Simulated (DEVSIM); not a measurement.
Structure: Si p-i-n diode, at 300 K.

Layer 1 from the left is Si, thickness (μm) 0.220, Na (cm⁻³) 1.4e19, τn (s) 0.0005, τp (s) 0.0005. Layer 2 from the left is Si, thickness (μm) 0.330, Nd (cm⁻³) 9.6e11, τn (s) 0.0005, τp (s) 0.005. Layer 3 from the left is Si, thickness (μm) 0.300, Nd (cm⁻³) 1.8e18, τn (s) 0.0005, τp (s) 0.0005.

Left contact: ohmic. Right contact: ohmic. Voltage is applied to the left contact. Recombination: SRH at mid-gap, radiative. Mobility is constant in doping.

This is a model device: material constants are rounded textbook-type values typed into the input, and sizes, dopings and lifetimes were drawn at random. Values at 300 K.

Si: gap (eV) 1.124, affinity (eV) 4.05, permittivity 11.7, Nc (cm⁻³) 2.86e19, Nv (cm⁻³) 3.1e19, μn (cm²/Vs) 1417, μp (cm²/Vs) 470, B (cm³/s) 4.7e-15.

DEVSIM, 1D drift-diffusion, Boltzmann statistics, complete ionisation; no tunnelling, impact ionisation, image-force lowering or self-heating.

**Question.** What does the simulation give for the potential step across the device at zero bias, the dark forward voltage at 1 A/cm²?

**Answer.** potential step across the device at zero bias 1.032 V; dark forward voltage at 1 A/cm² 0.666 V.
